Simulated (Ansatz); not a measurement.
Start from BN in the h-BN type structure (space group P6_3/mmc, No. 194; a = 2.500 Å, c = 6.525 Å; layered, stacked along the Cartesian z axis). Axes: x lies along a and z along c of the hexagonal cell.

One thing is altered: the cell is compressed by 0.88 % along x with no lateral relaxation, atoms relaxed at fixed cell.

Levels (all Ansatz, a program for electronic structure, PAW, earlier PAW set): r2SCAN+rVV10 (500 eV, no SOC); HSE06 (420 eV, scalar-relativistic without spin-orbit coupling).

The geometry is relaxed with r2SCAN+rVV10.

| Property | Result |
|---|---|
| r2SCAN+rVV10 lowest conduction level above the VBM at special points | Y 4.72 eV; S 4.76 eV; T 5.21 eV; Γ 5.60 eV |

With HSE06 at the same geometry, the lowest conduction level above the VBM at special points changes from Y 4.72 eV; S 4.76 eV; T 5.21 eV; Γ 5.60 eV to Y 5.50 eV; S 5.54 eV; T 6.00 eV; Γ 6.49 eV.

Single points use the geometry relaxed with r2SCAN+rVV10. The hybrid gap comes from the SCF mesh plus the semilocal run's edge points and a few special points and is an upper bound. The levels and masses belong to the bands next to the band gap. The cells carry an imposed strain or load. Whether these cells are dynamically stable was not tested. Labels are those of the standard path for the cell's own space group.
